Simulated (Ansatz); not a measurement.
Output of an Ansatz run (abridged):

```
WARN ansatz: RAYON_NUM_THREADS=1 ignored (pool sized by the plan → 1); use --threads N
basis.fft_grid_basis auto: the FFT boxes are laid along the combinations [[1, 0, 1], [0, 1, 1], [0, 0, 1]] of the cell's own vectors, 3.984, 2.771 and 4.831 Å …
Pseudopotentials: kind: paw
Pseudopotential: Mo, paw, valence charge 14
Pseudopotential: Pt, paw, valence charge 18
Crystal: 3 atoms, lattice volume = 46.120 Å³
Basis set: ecut = 420 eV, 891 PW (Γ), FFT grids on a1+a3, a2+a3, a3, exchange–correlation on 54×40×72 points (8 copies of the dense FFT grid, shifted against one another)
Bands: 30, of which v1, the nominal top of the filled ones, is band 25 counted from 1 (24 counted from 0)
Symmetry: 4 space group operations
Space group: Imm2 (ITA 44), of the structure as read, at distance tolerance 3.6e-5 Å
k-points: 95 of 512 (time reversal used)
PAW frozen core: Mo, regenerated for the run's functional, and the local potential with it
PAW frozen core: Pt, regenerated for the run's functional, and the local potential with it
Initial density: superposition of atomic densities (neutral atoms: chi_scale 0, normalization atom), corrected by the library's trained network
Initial wavefunctions: pseudopotential atomic-orbital guess
Eigensolver: davidson
Functional: x = pbesol(κ = 0.804, μ = 0.12345679012345678), c = pbesol(β = 0.046)
SCF iter   1: F=—  HF=-29666.256851 eV  |F-HF|=—  |Δ(HF+E_count)|=         —  Δρ=7.97e-3  dr2=2.44e-2  ethr=1.77e-3  ⟨swp⟩=5.2  Hψ=10186  notcnv=0
all-band conjugate gradients solve this SCF's bands
preconditioner: auto → Kerker (q_TF=auto, 2.765 Å⁻¹)
SCF iter   2: F=—  HF=-29666.254890 eV  |F-HF|=—  |Δ(HF+E_count)|=   1.96e-3  Δρ=4.06e-3  dr2=5.95e-3  ethr=4.88e-5  ⟨swp⟩=1.9  Hψ=4251  notcnv=0
SCF iter   3: F=—  HF=-29666.253780 eV  |F-HF|=—  |Δ(HF+E_count)|=   1.11e-3  Δρ=5.86e-4  dr2=1.06e-4  ethr=1.19e-5  ⟨swp⟩=2.0  Hψ=3935  notcnv=0
SCF iter   4: F=—  HF=-29666.253767 eV  |F-HF|=—  |Δ(HF+E_count)|=   1.28e-5  Δρ=1.09e-4  dr2=6.54e-6  ethr=2.12e-7  ⟨swp⟩=2.5  Hψ=4685  notcnv=0
SCF iter   5: F=—  HF=-29666.253765 eV  |F-HF|=—  |Δ(HF+E_count)|=   1.95e-6  Δρ=2.80e-5  dr2=2.77e-7  ethr=1.31e-8  ⟨swp⟩=2.0  Hψ=4002  notcnv=0
SCF iter   6: F=-29666.253765 eV  HF=-29666.253765 eV  |F-HF|=1.72e-8  |Δ(HF+E_count)|=   6.16e-8  Δρ=7.97e-6  dr2=3.12e-8  ethr=2.00e-10  ⟨swp⟩=5.4  Hψ=9885  notcnv=0
SCF 1 converged in 6 iterations: F = -29666.253765 eV  dr2 = 3.12e-8
SCF converged after 6 iterations
Free energy (F): -29666.253765 eV
Harris-Foulkes:  -29666.253765 eV  (|F-HF|=1.72e-8)
Internal energy: -29666.242522 eV  (E = F + TS)
E sigma→0 (E₀):  -29666.248144 eV
Entropy (-TS):   -0.011243 eV (-3.748 meV/atom)
Fermi energy:    22.504334 eV
--- Per-component energies (eV) ---
  E_band       = -341.722826
  E_kinetic    = 1714.427405
  E_local      = -3832.408461  (includes V_loc(G=0)·N_el)
  E_nonlocal   = 547.248283
  E_hartree    = 1394.671735
  E_xc         = -703.583290
  E_vxc        = -833.937119  (∫ρ·V_xc dr)
  E_paw        = -21775.493723  (= ΣΔE_a)
  E_vpaw       = -726.391965  (= ΣTr[D̂ρ^β])
  E_aug_tail   = 0.000423  (compensation charges beyond the density's cutoff)
  E_ewald      = -7011.888157
  E_core_change = 0.783262  (= ΣΔE_core)
  E_smearing   = -0.011243  (= −TS)
  E_closure    = 0.000000  (closes the sum)
  Σ components = -29666.253765   (vs F -29666.253765, Δ=0.00e0)
--- Forces (eV/Å), atoms counted from 1 ---
  atom   1  Mo     0.00000000     0.00000000    -0.31508326
  atom   2  Pt     0.00000000     0.00000000     0.09553237
  atom   3  Pt     0.00000000     0.00000000     0.21955152
  max |Σ_I F_I| component: 6.24e-7 eV/Å
--- Stress (GPa, compression-positive) ---
       -8.263689       0.000000       0.000000
        0.000000     -10.065230       0.000000
        0.000000       0.000000      -9.232271
  P = ⅓ Tr σ = -9.1871 GPa (-91.871 kbar)
  The stress holds the Pulay correction. Without it, at fixed plane waves, as pw.x and ABINIT print it: P = -9.2384 GPa
--- Band table (eV; the first three rows and the last of 95) ---
  k-point 0: bands = ["-76.4208", "-76.3564", "-38.9173", "-30.7082", "-30.6660", "-30.4820", "-30.4783", "-30.4451", "-30.3534", "-13.0602", "-13.0134", "-12.4777", "12.8353", "16.3974", "17.2046", "17.6450", "17.8860", "18.3995", "18.6779", [...]
  k-point 1: bands = ["-76.4187", "-76.3553", "-38.9039", "-30.7053", "-30.6553", "-30.4985", "-30.4860", "-30.4573", "-30.3909", "-13.0456", "-13.0040", "-12.6026", "13.4442", "16.7902", "17.4778", "17.5086", "17.5866", "18.3458", "18.3937", [...]
  k-point 2: bands = ["-76.4139", "-76.3522", "-38.8710", "-30.6950", "-30.6345", "-30.5713", "-30.5174", "-30.4687", "-30.4513", "-13.0125", "-12.9782", "-12.8950", "14.8117", "16.8694", "17.0654", "17.5449", "17.7271", "18.4793", "18.5488", [...]
  k-point 94: bands = ["-76.4189", "-76.3583", "-38.9188", "-30.6806", "-30.6292", "-30.5576", "-30.4635", "-30.4539", "-30.3446", "-13.0709", "-13.0105", "-12.4767", "14.8520", "15.3018", "15.9166", "16.3607", "17.4738", "18.6061", "18.7473", [...]
```

The structure:

```
CELL_PARAMETERS angstrom
     -1.38564     1.99198     4.17727
      1.38564    -1.99198     4.17727
      1.38564     1.99198    -4.17727
ATOMIC_POSITIONS crystal
  Mo 0.00598 0.00598 0.00000
  Pt 0.66334 0.66334 0.00000
  Pt 0.33666 0.33666 0.00000
```

**Question.** Write an input that gives this output.

**Answer.** Other spellings and defaults could give the same log, and not every line can be read from it. The input that was run (DFT, PBEsol, plane waves, default PAW files made with PBE):

Ansatz 0.2 input:
```yaml
# MoPt2
crystal:
  lattice:
    - [-1.38564400, 1.99198000, 4.17726700]
    - [1.38564400, -1.99198000, 4.17726700]
    - [1.38564400, 1.99198000, -4.17726700]
  atoms:
    - { symbol: Mo, position_ang: [-0.00000000, 0.00000000, 0.05000189] }
    - { symbol: Pt, position_ang: [0.00000000, -0.00000000, 5.54189658] }
    - { symbol: Pt, position_ang: [-0.00000000, -0.00000000, 2.81263742] }
basis:
  ecutwfc: 420.0
kpoints:
  mp_grid: { grid: [8, 8, 8] }
hamiltonian:
  xc: pbesol
  pseudopotentials: { kind: paw }
scf:
  occupations: { method: gaussian, width: 0.1 }
output:
  forces: true
  eigenvalues: true
  stress: true
```

The starting cell comes from a database of computed structures (which also holds hypothetical and non-ambient phases and stackings), without a prior relaxation at this level. Its lattice was rescaled by up to half a per cent. One atom was moved a little off its site on purpose. Spin-orbit coupling is off. Spin polarisation is off. With a pressure of about -9 GPa the cell is away from its equilibrium volume at this level. Ansatz's pressure includes its estimate of the finite-basis (Pulay) stress.

Ansatz is a program for electronic structure.
